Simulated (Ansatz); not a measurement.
## A self-consistent single point of WC (P-6m2, 2 atoms in the cell) with Ansatz

Level of theory: LDA (PW92), default PAW files made with PBE (plane waves; Ansatz, a quantum-chemistry and plane-wave program).

Input:

Ansatz 0.2 input:
```yaml
crystal:
  lattice:
    - [1.462275, -2.532735, 0.000000]
    - [1.462275, 2.532735, 0.000000]
    - [0.000000, 0.000000, 2.854200]
  atoms:
    - { symbol: W, position: [0.000000, 0.000000, 0.000000] }
    - { symbol: C, position: [0.333333, 0.666667, 0.500000] }
basis:
  ecutwfc: 420.0 eV
kpoints:
  mp_grid: { grid: [13, 13, 12] }
hamiltonian:
  xc: lda
  pseudopotentials: { kind: paw }
scf:
  occupations: { method: gaussian, width: 0.1 eV }
output:
  forces: true
  eigenvalues: true
  stress: true
```

Log, with long lists cut:

```
WARN the atoms were moved onto the symmetric positions of the space group found under crystal.symmetry.tolerance 1.0e-5 (fractional …
WARN ansatz: RAYON_NUM_THREADS=1 ignored (pool sized by the plan → 1); use --threads N
Pseudopotentials: kind: paw
Pseudopotential: W, paw, valence charge 14
Pseudopotential: C, paw, valence charge 4
Crystal: 2 atoms, lattice volume = 21.141 Å³
Basis set: ecut = 420 eV, 405 PW (Γ)
Bands: 13, of which v1, the nominal top of the filled ones, is band 9 counted from 1 (8 counted from 0)
Symmetry: 12 space group operations
Space group: P-6m2 (ITA 187), of the structure as read, at distance tolerance 2.8e-5 Å
k-points: 147 of 2028 (time reversal used)
PAW frozen core: W, regenerated for the run's functional, and the local potential with it
PAW frozen core: C, regenerated for the run's functional, and the local potential with it
Initial density: superposition of atomic densities (neutral atoms: chi_scale 0, normalization atom), corrected by the library's trained network
Initial wavefunctions: pseudopotential atomic-orbital guess
Eigensolver: davidson
Functional: x = slater, c = lda
SCF iter   1: F=—  HF=-10373.297115 eV  |F-HF|=—  |Δ(HF+E_count)|=         —  Δρ=1.11e-2  dr2=2.31e-2  ethr=1.77e-3  ⟨swp⟩=5.1  Hψ=9358  notcnv=0
all-band conjugate gradients solve this SCF's bands
preconditioner: auto → none
SCF iter   2: F=—  HF=-10373.295717 eV  |F-HF|=—  |Δ(HF+E_count)|=   1.40e-3  Δρ=7.43e-3  dr2=1.23e-2  ethr=1.28e-4  ⟨swp⟩=1.0  Hψ=3087  notcnv=0
SCF iter   3: F=—  HF=-10373.293281 eV  |F-HF|=—  |Δ(HF+E_count)|=   2.44e-3  Δρ=9.89e-4  dr2=8.24e-5  ethr=6.84e-5  ⟨swp⟩=2.6  Hψ=2576  notcnv=0
SCF iter   4: F=—  HF=-10373.293255 eV  |F-HF|=—  |Δ(HF+E_count)|=   2.56e-5  Δρ=2.15e-4  dr2=4.94e-6  ethr=4.58e-7  ⟨swp⟩=2.0  Hψ=3014  notcnv=0
SCF iter   5: F=—  HF=-10373.293254 eV  |F-HF|=—  |Δ(HF+E_count)|=   9.98e-7  Δρ=4.82e-5  dr2=3.53e-7  ethr=2.74e-8  ⟨swp⟩=2.9  Hψ=3037  notcnv=0
SCF iter   6: F=-10373.293254 eV  HF=-10373.293254 eV  |F-HF|=8.63e-9  |Δ(HF+E_count)|=   8.49e-8  Δρ=7.82e-6  dr2=1.23e-8  ethr=5.56e-10  ⟨swp⟩=6.0  Hψ=9208  notcnv=0
SCF 1 converged in 6 iterations: F = -10373.293254 eV  dr2 = 1.23e-8
SCF converged after 6 iterations
Free energy (F): -10373.293254 eV
Harris-Foulkes:  -10373.293254 eV  (|F-HF|=8.63e-9)
Internal energy: -10373.291351 eV  (E = F + TS)
E sigma→0 (E₀):  -10373.292302 eV
Entropy (-TS):   -0.001903 eV (-0.952 meV/atom)
Fermi energy:    19.817141 eV
--- Per-component energies (eV) ---
  E_band       = -71.117071
  E_kinetic    = 540.496500
  E_local      = -686.070080  (includes V_loc(G=0)·N_el)
  E_nonlocal   = 32.099743
  E_hartree    = 239.388404
  E_xc         = -313.772574
  E_vxc        = -299.548820  (∫ρ·V_xc dr)
  E_paw        = -8400.602899  (= ΣΔE_a)
  E_vpaw       = -136.868217  (= ΣTr[D̂ρ^β])
  E_aug_tail   = -0.000048  (compensation charges beyond the density's cutoff)
  E_ewald      = -1785.176384
  E_core_change = 0.345985  (= ΣΔE_core)
  E_smearing   = -0.001903  (= −TS)
  E_closure    = -0.000000  (closes the sum)
  Σ components = -10373.293254   (vs F -10373.293254, Δ=0.00e0)
--- Forces (eV/Å), atoms counted from 1 ---
  atom   1  W     -0.00000000    -0.00000000     0.00000000
  atom   2  C     -0.00000000    -0.00000000     0.00000000
  max |Σ_I F_I| component: 5.18e-16 eV/Å
--- Stress (GPa, compression-positive) ---
      -15.523793       0.000000       0.000000
        0.000000     -15.523793       0.000000
        0.000000       0.000000     -19.211086
  P = ⅓ Tr σ = -16.7529 GPa (-167.529 kbar)
  The stress holds the Pulay correction. Without it, at fixed plane waves, as pw.x and ABINIT print it: P = -17.0898 GPa
--- Band table (eV; the first three rows and the last of 147) ---
  k-point 0: bands = ["-54.1269", "-18.1355", "-18.0360", "-18.0360", "5.6539", "15.6020", "16.5490", "16.5490", "19.9160", "22.9063", "22.9063", "25.2979", "25.2979"]
  k-point 1: bands = ["-54.1244", "-18.1846", "-18.0318", "-18.0318", "5.8202", "15.5159", "16.6245", "16.6245", "19.8941", "22.3600", "22.3600", "25.6113", "25.6113"]
  k-point 2: bands = ["-54.1175", "-18.3170", "-18.0203", "-18.0203", "6.2995", "15.1282", "16.8404", "16.8404", "20.0668", "21.3522", "21.3522", "25.8705", "25.8705"]
  k-point 146: bands = ["-54.0300", "-18.6566", "-18.5337", "-18.4160", "9.1341", "12.8506", "14.4812", "18.1984", "19.1246", "24.1644", "26.0039", "26.9127", "28.7732"]
```

The run converged in 6 iterations.

The starting cell has typed, rounded lattice constants, without a prior relaxation at this level. Its lattice was rescaled by up to half a per cent. Spin-orbit coupling is off. Spin polarisation is off. With a pressure of about -17 GPa the cell is away from its equilibrium volume at this level. Ansatz's pressure includes its estimate of the finite-basis (Pulay) stress.
